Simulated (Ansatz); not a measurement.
Candidates (primitive cells; geometry: cell and atoms relaxed with PBEsol):
A. CsH (Fm-3m), a = b = c = 4.422 Å, α = β = γ = 60.00°
B. KBr (Fm-3m), a = 4.6313 Å, b = 4.6313 Å, c = 4.6313 Å, α = 60.00°, β = 60.00°, γ = 60.00°
C. AgBr (Fm-3m), a = 4.0122 Å, b = 4.0122 Å, c = 4.0122 Å, α = 60.00°, β = 60.00°, γ = 60.00°
D. MgSe (Fm-3m), a = 3.8536 Å, b = 3.8536 Å, c = 3.8536 Å, α = 60.00°, β = 60.00°, γ = 60.00°
E. AgCl (Fm-3m), a = b = c = 3.852 Å, α = β = γ = 60.00°

**Question.** Put the candidates in order of Seebeck coefficient, n-type 1e19 cm⁻³, highest first, for PBEsol with spin-orbit coupling, rigid bands (Ansatz, a first-principles code).

**Answer.** C (-109 μV/K), E (-140 μV/K), B (-180 μV/K), D (-241 μV/K), A (-313 μV/K)

Seebeck coefficients are for the stated density at 300 K, with one relaxation time for all states and whether or not that doping can be reached.

Formula and space group known from diffraction (Crystallography Open Database), not checked to be the room-temperature form: CsH (Fm-3m).
